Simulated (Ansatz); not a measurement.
ZnS (R3m, No. 160, 36 atoms in the cell; start mp-1201158; a measured phase of this formula has another space group), treated with r²SCAN+rVV10 (plane waves, PAW; Ansatz, an electronic-structure program).

Run with plane-wave cutoff 560 eV, 8×8×8 k mesh, Fermi–Dirac smearing 0.01 eV, scalar-relativistic PAW data made under PBE.

Cell (relaxed at this level):

```yaml
crystal:
  lattice:
    - [1.89702, 1.09525, 55.86863]
    - [-1.89702, 1.09525, 55.86863]
    - [0.00000, -2.19050, 55.86863]
  atoms:
    - { symbol: Zn, position: [0.00005, 0.00005, 0.00005] }
    - { symbol: Zn, position: [0.05557, 0.05557, 0.05557] }
    - { symbol: Zn, position: [0.11107, 0.11107, 0.11107] }
    - { symbol: Zn, position: [0.14814, 0.14814, 0.14814] }
    - { symbol: Zn, position: [0.24074, 0.24074, 0.24074] }
    - { symbol: Zn, position: [0.27780, 0.27780, 0.27780] }
    - { symbol: Zn, position: [0.37041, 0.37041, 0.37041] }
    - { symbol: Zn, position: [0.42591, 0.42591, 0.42591] }
    - { symbol: Zn, position: [0.49996, 0.49996, 0.49996] }
    - { symbol: Zn, position: [0.53705, 0.53705, 0.53705] }
    - { symbol: Zn, position: [0.59260, 0.59260, 0.59260] }
    - { symbol: Zn, position: [0.64815, 0.64815, 0.64815] }
    - { symbol: Zn, position: [0.68524, 0.68524, 0.68524] }
    - { symbol: Zn, position: [0.74074, 0.74074, 0.74074] }
    - { symbol: Zn, position: [0.79627, 0.79627, 0.79627] }
    - { symbol: Zn, position: [0.85182, 0.85182, 0.85182] }
    - { symbol: Zn, position: [0.88891, 0.88891, 0.88891] }
    - { symbol: Zn, position: [0.96296, 0.96296, 0.96296] }
    - { symbol: S, position: [0.01394, 0.01394, 0.01394] }
    - { symbol: S, position: [0.06944, 0.06944, 0.06944] }
    - { symbol: S, position: [0.12494, 0.12494, 0.12494] }
    - { symbol: S, position: [0.16200, 0.16200, 0.16200] }
    - { symbol: S, position: [0.25461, 0.25461, 0.25461] }
    - { symbol: S, position: [0.29166, 0.29166, 0.29166] }
    - { symbol: S, position: [0.38428, 0.38428, 0.38428] }
    - { symbol: S, position: [0.43978, 0.43978, 0.43978] }
    - { symbol: S, position: [0.51383, 0.51383, 0.51383] }
    - { symbol: S, position: [0.55094, 0.55094, 0.55094] }
    - { symbol: S, position: [0.60649, 0.60649, 0.60649] }
    - { symbol: S, position: [0.66204, 0.66204, 0.66204] }
    - { symbol: S, position: [0.69911, 0.69911, 0.69911] }
    - { symbol: S, position: [0.75461, 0.75461, 0.75461] }
    - { symbol: S, position: [0.81016, 0.81016, 0.81016] }
    - { symbol: S, position: [0.86571, 0.86571, 0.86571] }
    - { symbol: S, position: [0.90278, 0.90278, 0.90278] }
    - { symbol: S, position: [0.97683, 0.97683, 0.97683] }
```

Problem. Give the computed band gap.

Solution. 
* **band gap**: 2.73 eV (on the SCF k mesh)

Note: the relaxation could not lower the start's symmetry, so the cell can be a saddle point above a distorted one.

Static lattice: no zero-point or thermal effects.

A start named mp-… is a Materials Project structure, which need not be a measured phase.
